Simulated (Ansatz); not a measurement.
Base system: Al in the diamond structure (space group Fd-3m, No. 227; a = 5.9975 Å; a hypothetical phase, not in the database extracts checked; relaxed with 0.1 eV smearing). Axes: x, y, z lie along the cube axes.

All numbers come from PBEsol (Ansatz, an electronic-structure program, PAW, without spin-orbit coupling).

Perturbation: the cell is scaled by 1.0111 in all directions; the atoms relax in the strained cell.

### Question
Predict the stress tensor and what it implies for the stiffness.

### Answer
Stress of the strained cell less that of the base (GPa, compression positive):
```
   -1.2     0.0     0.0
    0.0    -1.2     0.0
    0.0     0.0    -1.2
```

Then B = −ΔP/(ΔV/V₀) with ΔV/V₀ = 0.0337 gives secant stiffness values (nonlinear terms included at this strain): B ≈ 37 GPa.

No phonon test of stability was made.
